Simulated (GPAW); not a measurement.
Worked example: self-consistent single point of CsGeBr3 (P1, 5 atoms in the cell) in GPAW.

Method of the run: PBEsol, GPAW PAW datasets PBEsol (made by gpaw-setup) (plane waves; GPAW).

```xyz
5
Lattice="5.5333 0.0000 0.0000 0.0000 5.5333 0.0000 0.0000 0.0000 5.5333" Properties=species:S:1:pos:R:3 pbc="T T T"
Cs     0.0098     0.0185    -0.0063
Ge     2.7875     2.6565     2.8268
Br     2.8389     2.8855    -0.0114
Br     0.0249     2.8237     2.7222
Br     2.6389    -0.0843     2.7686
```

Reference input (self-consistent single point, DFT PBEsol, plane waves, GPAW PAW datasets PBEsol (made by gpaw-setup)): mode = pw; ecut = 550 eV; xc = PBEsol; kpts = 3 3 3; mesh shift (steps) = 0 0 0; occupations.name = fermi-dirac; occupations.width = 0.01 eV; nbands = -4; convergence.density = 1e-05 e/electron; convergence.bands = -2; symmetry.symmorphic = false; symmetry.tolerance = 0.0005. This run's input differs from it in these lines:

```diff
@@ -17,3 +17,3 @@
             xc='PBEsol',
-            kpts=(3, 3, 3),
+            kpts=(5, 5, 5),
             occupations={'name': 'fermi-dirac', 'width': 0.01},
```

Output (repeated stretches shortened):

```
     iter     time        total  log10-change:
                         energy   eigst   dens
iter:   1 --:--:--   -17.297516   -0.41
iter:   2 --:--:--   -17.231366   -1.65  -1.27
iter:   3 --:--:--   -16.958892   -1.96  -1.32
iter:   4 --:--:--   -16.921199   -2.25  -1.56
iter:   5 --:--:--   -16.935124   -2.50  -1.75
iter:   6 --:--:--   -16.915844   -3.14  -1.91
iter:   7 --:--:--   -16.913353   -3.00  -2.15
iter:   8 --:--:--   -16.910494c  -3.12  -2.31
iter:   9 --:--:--   -16.910518c  -3.64  -2.95
iter:  10 --:--:--   -16.910491c  -3.74  -2.99
iter:  11 --:--:--   -16.910475c  -3.89  -3.09
   [... lines left out ...]
iter:  19 --:--:--   -16.910474c  -5.19  -4.70
iter:  20 --:--:--   -16.910474c  -5.33  -4.80
iter:  21 --:--:--   -16.910474c  -5.30  -5.37c
iter:  22 --:--:--   -16.910474c  -5.46  -5.69c
iter:  23 --:--:--   -16.910474c  -5.34  -5.81c
iter:  24 --:--:--   -16.910474c  -5.70  -6.03c
iter:  25 --:--:--   -16.910474c  -5.74  -6.14c
   [... 7 lines left out ...]
iter:  33 --:--:--   -16.910474c  -6.88  -6.67c
iter:  34 --:--:--   -16.910474c  -7.05  -6.82c
iter:  35 --:--:--   -16.910474c  -6.94  -6.94c
iter:  36 --:--:--   -16.910474c  -7.14  -6.99c
iter:  37 --:--:--   -16.910474c  -7.43c -7.22c
Converged after 37 iterations.

Dipole moment: (-1.672311, 2.105098, 0.916107) |e|*Ang

Energy contributions relative to reference atoms: (reference = -481336.899082)

Kinetic:        +17.134073
Potential:      -18.227429
External:        +0.000000
XC:             -15.759440
Entropy (-ST):   -0.000000
Local:           -0.057678
SIC:             +0.000000
--------------------------
Free energy:    -16.910474
Extrapolated:   -16.910474

Showing only first 2 kpts
 Kpt  Band  Eigenvalues  Occupancy
  0    15      1.19577    2.00000
  0    16      1.20454    2.00000
  0    17      6.43920    0.00000
  0    18      7.16805    0.00000

  1    15      1.11842    2.00000
  1    16      1.19655    2.00000
  1    17      6.90737    0.00000
  1    18      7.20517    0.00000

Fermi level: 3.81818

Gap: 1.815 eV
Transition (v -> c):
   [... lines left out ...]
Energy (eV): -16.910474

Forces in eV/Ang:
  0 Cs   -0.00892    0.00372    0.00180
  1 Ge   -0.02885    0.09035    0.02764
  2 Br   -0.03476   -0.18113   -0.08656
  3 Br   -0.05766   -0.13421    0.04847
  4 Br    0.13018    0.22127    0.00866

Stress tensor:
     0.005714    -0.000174     0.000056
    -0.000174     0.005850     0.000555
     0.000056     0.000555     0.005545
Stress (GPa, Voigt): [ 0.9156  0.9373  0.8884  0.0889  0.0089 -0.0279]
```

The run converged in 37 iterations. GPAW prints stress with tension positive. Against the reference run the free energy goes up by 30.7 meV/atom, the pressure goes from -1.26 to -0.91 GPa, the largest force goes from 0.297 to 0.257 eV/Å and the gap on the mesh goes from 3.197 to 1.815 eV.

The starting cell comes from a database of computed structures (which also holds hypothetical and non-ambient phases and stackings), without a prior relaxation at this level. Its atoms were displaced at random from the sites of space group no. 221. Another mesh or the band path of this cell gives a smaller gap, so this value is not converged in the mesh.

Cost on one core of a shared machine: roughly 3 min.
